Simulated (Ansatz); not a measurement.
# Hypothetical P6_422 BP: isotropic strain +2.32 %

Consider BP (space group P6_422, No. 181; a = 3.2597 Å, c = 6.9403 Å; a hypothetical phase, not in the database extracts checked).

Perturbation: every lattice vector is stretched by 2.32 %, atoms relaxed at fixed cell.

All numbers come from plane-wave PAW DFT at the PBEsol level (Ansatz, a first-principles code, 420 eV), no spin-orbit coupling. k-mesh 12×12×5 (Γ-centred); smearing 0.05 eV (Fermi–Dirac).

```json
[
 {"quantity": "volume per atom", "base": "10.64 Å³", "changed": "11.40 Å³", "shift": "+0.76 Å³"},
 {"quantity": "space group", "base": "P6_422 (No. 181)", "changed": "P6_422 (No. 181)", "shift": "–"},
 {"quantity": "shortest interatomic distance", "base": "1.999 Å", "changed": "2.045 Å", "shift": "+0.046 Å"},
 {"quantity": "energy relative to the base (free energy F)", "base": "0 meV/atom", "changed": "+27 meV/atom", "shift": "+27 meV/atom"},
 {"quantity": "pressure (mean of the normal stresses, compression positive)", "base": "0.0 GPa", "changed": "-10.9 GPa", "shift": "-10.9 GPa"},
 {"quantity": "band gap", "base": "zero", "changed": "0.10 eV", "shift": "–"},
 {"quantity": "gap character", "base": "absent", "changed": "indirect, Γ → M", "shift": "–"},
 {"quantity": "electron mass", "base": "–", "changed": "0.18 mₑ along c, 0.30 mₑ across (at M)", "shift": "–"},
 {"quantity": "hole mass", "base": "–", "changed": "0.32 mₑ along c, 0.42 mₑ across (at Γ)", "shift": "–"},
 {"quantity": "valence-band top at Γ (three highest levels, from the VBM)", "base": "–", "changed": "0.00, -0.93, -1.26 eV", "shift": "–"}
]
```

Final structure:

```
CELL_PARAMETERS angstrom
      3.33531     0.00000     0.00000
     -1.66766     2.88846     0.00000
      0.00000     0.00000     7.10134
ATOMIC_POSITIONS crystal
  B  0.00000 0.50000 0.33333
  B  0.50000 0.50000 0.66667
  B  0.50000 0.00000 0.00000
  P  0.00000 0.50000 0.83333
  P  0.50000 0.50000 0.16667
  P  0.50000 0.00000 0.50000
```

Masses are band curvatures over ±0.01 Å⁻¹ around the edge. Stability against distortions was not tested. The base started in P3_121 and relaxed to P6_422 at this level. The final runs are not spin-polarised. The zero or small gap of BP can change with the level of theory.
